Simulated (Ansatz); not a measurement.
Consider ZnS in the zinc blende structure (space group F-43m, No. 216; a = 5.297 Å). Axes: x, y, z lie along the cube axes.

The values are results of LDA (Ansatz, a quantum-chemistry and plane-wave program; PAW; 420 eV plane waves; without spin-orbit coupling), not measurements.

For the base:

* **Band gap**: 2.13 eV
* **Valence-band top at Γ**: 0.00, 0.00, 0.00 eV
* **Electron mass**: 0.17 mₑ (at Γ)
* **Shortest interatomic distance**: 2.294 Å
* **Pressure**: -0.1 kbar

Modification: the cell is stretched by 2.00 % along z with no lateral relaxation; the atoms relax in the strained cell.

Q: What happens to the band gap, valence-band top at Γ, electron mass, shortest interatomic distance and pressure?

A: The band gap falls by 0.12 eV (2.13 eV → 2.01 eV); the valence-band top at Γ (three highest levels, from the VBM) changes from 0.00, 0.00, 0.00 eV to 0.00, 0.00, -0.08 eV; the electron mass goes from 0.17 mₑ (at Γ) to 0.16 mₑ (at Γ); the shortest interatomic distance goes up by 0.015 Å to 2.309 Å; the pressure (mean of the normal stresses, compression positive) falls by 16.5 kbar, from -0.1 kbar to -16.6 kbar.

Effective masses come from finite differences of ±0.01 Å⁻¹. No phonon test of stability was made.
